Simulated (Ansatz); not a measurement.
## A series of runs on Li₂MnSnTe₄ (I-4, 8 atoms in the cell)

```
CELL_PARAMETERS angstrom
     -3.10206     3.10206     6.21385
      3.10206    -3.10206     6.21385
      3.10206     3.10206    -6.21385
ATOMIC_POSITIONS crystal
  Li 0.00000 0.00000 0.00000
  Li 0.75000 0.25000 0.50000
  Mn 0.25000 0.75000 0.50000
  Sn 0.50000 0.50000 0.00000
  Te 0.62900 0.62800 0.51300
  Te 0.11500 0.11600 0.48700
  Te 0.37200 0.88500 0.00100
  Te 0.88400 0.37100 0.99900
```
Moments meant for the start (each program seeds them in its own way; μB, in the order of the atoms Li Li Mn Sn Te Te Te Te): 0.0 0.0 4.0 0.0 0.0 0.0 0.0 0.0.

Base run A: PBE run with Ansatz (an electronic-structure program), self-consistent single point.

Its settings: basis.ecutwfc = 420 eV; kpoints.mp_grid.grid = 3 3 3; hamiltonian.xc = pbe; hamiltonian.pseudopotentials = {kind: paw} (the program's default PAW files); magnetization.spin_polarized = true; scf.occupations.method = cold; scf.occupations.width = 0.1 eV.

The starting cell was generated: these elements placed on a structure prototype, without a prior relaxation; it need not be a known phase or ordering of this composition. Its lattice was rescaled by a random factor within 2.5 % of one. With one magnetic atom in the cell only a parallel order is possible. Ansatz's pressure includes its estimate of the finite-basis (Pulay) stress.

ΔF is the free energy per atom less that of run A. 

```tsv
run	change	ΔF (meV/atom)	pressure (GPa)	largest force (eV/Å)	size of the net moment (μB/atom)	k-points	valence electrons
A	base	0.00	2.83	0.163	0.62	6	99
B	2 x 1 x 1 supercell, mesh divided and rounded up; kpoints.mp_grid.grid: 3 3 3 → 2 3 3	-0.81	2.83	0.168	0.62	10	198
C	1 x 2 x 1 supercell, mesh divided and rounded up; kpoints.mp_grid.grid: 3 3 3 → 3 2 3	-0.79	2.83	0.168	0.62	10	198
D	1 x 1 x 2 supercell, mesh divided and rounded up; kpoints.mp_grid.grid: 3 3 3 → 3 3 2	-0.63	2.83	0.167	0.62	10	198
E	3 x 1 x 1 supercell, mesh divided to match; kpoints.mp_grid.grid: 3 3 3 → 1 3 3	0.00	2.83	0.163	0.62	5	297
```

Run B against A: The free energy is nearly the same (within 1 meV/atom), the pressure stays at 2.83 GPa, the largest force goes from 0.163 to 0.168 eV/Å and the size of the net moment stays at 0.62 μB/atom.

Run C against A: The free energy is nearly the same (within 1 meV/atom), the pressure stays at 2.83 GPa, the largest force moves little (0.163 to 0.168 eV/Å) and the size of the net moment stays at 0.62 μB/atom.

Keys are those of Ansatz 0.2.
